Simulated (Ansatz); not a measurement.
# L1₂ (Cu3Au-type) Pt3Ti

Computed with HSE06-D3(BJ) (Ansatz, an electronic-structure program, PAW).

Settings: plane-wave cutoff 460 eV, 8×8×8 k mesh, Fermi–Dirac smearing 0.05 eV, no spin polarisation, scalar-relativistic PAW data made under PBE.

Cell: relaxed at this level.

```
Quantity                                           Result
------------------------------------------  -------------
volume per atom                             14.33 Å³/atom
bulk modulus B0                                   299 GPa
lattice constant a                                3.855 Å
pressure derivative B′ of the bulk modulus            4.9
```

Measured, for comparison: equilibrium volume per atom 15.01 Å³/atom, lattice constant a 3.916 Å (temperature not stated, not corrected to a static lattice; as tabulated in Molecular Dynamics Simulations of PtTi High-Temperature Shape Memory Alloys …). Computed (rounded) less measured: equilibrium volume per atom -4.5 %, lattice constant a -1.6 %. A static lattice is as a rule a little smaller and stiffer than an uncorrected measurement, which narrows the difference in the lattice constant a and would widen misses of the other sign.

Note: the run has no spin polarisation, so it can have missed a magnetic state.

Spin–orbit coupling is not included.

Computed values are for the static lattice.
